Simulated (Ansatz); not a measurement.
Cost and result by functional for the surface energy of the (21-31) surface of hcp Hf in its 1x1 cell, outermost plane spacing 0.17 Å in the ideal cut, in Ansatz (plane waves, PAW). Single points on the PBE structure, on one kind of machine; costs are rough ratios of the slab run's core time (references not counted) to the cheapest single point. r2SCAN's cost holds its higher cutoff (500 against 420 eV). Differences are taken against r2SCAN for comparison alone: no measured value is at hand, so the table doesn't rank accuracy.

Model: 22-atom slab, 10.4 Å thick at the start (thin: gaps and levels are the slab's own), 7x5x1 mesh, Fermi-Dirac 0.1 eV, dipole correction, all atoms relaxed; start symmetry kept, larger cells not searched; no spin, no spin-orbit, no U. These notes are the PBE run's.

| functional | relative cost | surface energy (J/m²) | less r2SCAN (J/m²) |
|---|---|---|---|
| LDA | 1 | 2.11 | 0.05 |
| PBEsol | 1 | 2.06 | 0.00 |
| RPBE | 1 | 1.76 | -0.30 |
| r2SCAN | 3 | 2.06 | 0.00 |
| PBE (the relaxed run's value) | – | 1.88 | -0.18 |

The values span 0.35 J/m², while the single points' costs differ by a factor of roughly 3. Differences are of unrounded values.

Ansatz is a first-principles code.
